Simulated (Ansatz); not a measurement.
**Effect of biaxial strain −0.55 %, plane normal [111], relaxed out of plane on Ge**

The parent structure is Ge in the diamond structure (space group Fd-3m, No. 227; a = 5.6761 Å). Axes: x, y, z lie along the cube axes.

One thing is altered: compressive biaxial strain of 0.55 % in the plane normal to [111], as in epitaxy on a mismatched substrate; the out-of-plane cell vector and the atoms relax.

Computed with PBEsol (Ansatz, a first-principles code), no spin-orbit coupling, earlier PAW set. Settings: 14×14×14 k-points, 0.05 eV Fermi–Dirac smearing.

Space group: R-3m (No. 166) (base Fd-3m (No. 227))
Energy relative to the base (free energy F): +0.7 meV/atom
Pressure (mean of the normal stresses, compression positive): 0.6 GPa (base 0.0 GPa)
Band gap: zero (base zero)
Out-of-plane strain: +0.21 % (rough)
Mean in-plane stress (compression positive): +0.9 GPa (rough)

Without a gap, meshes like the base's 14×14×14 leave anisotropic stresses uncertain by several tenths of a GPa, and small strain energies with them. Stability against distortions was not tested. The zero or small gap of Ge can change with the level of theory.
